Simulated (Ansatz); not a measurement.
Consider KCl in the rock salt structure (space group Fm-3m, No. 225; a = 6.381 Å).

All numbers come from Ansatz (a quantum-chemistry and plane-wave program) PBE, no spin-orbit coupling.

Base values:

```
Item                                   Result
-----------------------------  --------------
Width of the top valence band         0.45 eV
Electron mass                  0.45 mₑ (at Γ)
Band gap                              5.05 eV
```

One thing is altered: an isotropic linear strain of +1.00 %; the atoms relax in the strained cell.

What does the calculation give for the width of the top valence band, electron mass, energy relative to the base and band gap after the change?

The width of the top valence band drops by 0.03 eV (0.45 eV → 0.42 eV); the electron mass goes from 0.45 mₑ (at Γ) to 0.46 mₑ (at Γ); the energy grows by 1.4 meV/atom; the band gap falls by 0.10 eV, from 5.05 eV to 4.95 eV.

Masses are band curvatures over ±0.01 Å⁻¹ around the edge. No phonon test of stability was made.
